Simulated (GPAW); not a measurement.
GPAW run on Na (Im-3m, 1 atom in the cell): self-consistent single point.

Computed with PBE, GPAW PAW datasets PBE (gpaw-data 1.0.1) (plane waves; GPAW).

The change in words: lattice scaled by 0.98. Reference geometry:
```
Na
1.0
   -2.13000     2.13000     2.13000
    2.13000    -2.13000     2.13000
    2.13000     2.13000    -2.13000
Na
1
Direct
  0.00000   0.00000   0.00000
```

Reference input (self-consistent single point, DFT PBE, plane waves, GPAW PAW datasets PBE (gpaw-data 1.0.1)): mode = pw; ecut = 800 eV; xc = PBE; kpts = 9 9 9; mesh shift (steps) = 0 0 0; occupations.name = fermi-dirac; occupations.width = 0.1 eV; nbands = -5; symmetry.symmorphic = false; symmetry.tolerance = 0.0005; maxiter = 150. This run's input differs from it in these lines:

```diff
@@ -5,5 +5,5 @@
 atoms = Atoms(['Na'],
-              cell=[[-2.130000, 2.130000, 2.130000],
-                    [2.130000, -2.130000, 2.130000],
-                    [2.130000, 2.130000, -2.130000]],
+              cell=[[-2.087400, 2.087400, 2.087400],
+                    [2.087400, -2.087400, 2.087400],
+                    [2.087400, 2.087400, -2.087400]],
               positions=[[0.000000, 0.000000, 0.000000]],
```

The program printed (abridged):

```
     iter     time        total  log10-change:
                         energy   eigst   dens
iter:   1 --:--:--    -1.332355
iter:   2 --:--:--    -1.332932   -2.03  -1.70
iter:   3 --:--:--    -1.329036   -2.77  -1.71
iter:   4 --:--:--    -1.330866   -3.73  -2.50
iter:   5 --:--:--    -1.328063c  -3.85  -2.58
iter:   6 --:--:--    -1.328046c  -5.88  -3.49
iter:   7 --:--:--    -1.328034c  -5.73  -3.58
iter:   8 --:--:--    -1.328029c  -6.10  -3.84
iter:   9 --:--:--    -1.328029c  -7.85c -5.03c
Converged after 9 iterations.

Dipole moment: (0.000000, -0.000000, 0.000000) |e|*Ang

Energy contributions relative to reference atoms: (reference = -4418.610498)

Kinetic:         +1.516108
Potential:       -1.292915
External:        +0.000000
XC:              -1.512935
Entropy (-ST):   -0.013079
Local:           -0.031747
SIC:             +0.000000
--------------------------
Free energy:     -1.334568
Extrapolated:    -1.328029

Showing only first 2 kpts
 Kpt  Band  Eigenvalues  Occupancy
  0     1    -24.57778    2.00000
  0     2    -24.57778    2.00000
  0     3     -2.99016    2.00000
  0     4     12.19311    0.00000

  1     1    -24.57928    2.00000
  1     2    -24.57778    2.00000
  1     3     -2.76986    2.00000
  1     4      9.93768    0.00000

Fermi level: 0.33726

No gap
No difference between direct/indirect transitions
Energy (eV): -1.328029

Forces in eV/Ang:
  0 Na   -0.00000    0.00000    0.00000

Stress tensor:
    -0.000893    -0.000000     0.000000
    -0.000000    -0.000893     0.000000
     0.000000     0.000000    -0.000893
Stress (GPa, Voigt): [-0.1431 -0.1431 -0.1431  0.      0.     -0.    ]
```

The run converged in 9 iterations. GPAW prints stress with tension positive. Against the reference run the free energy drops by 1.3 meV/atom and the pressure goes from -0.30 to 0.14 GPa.

The starting cell has typed, rounded lattice constants, without a prior relaxation at this level. For this run, on top of that: lattice scaled by 0.98.
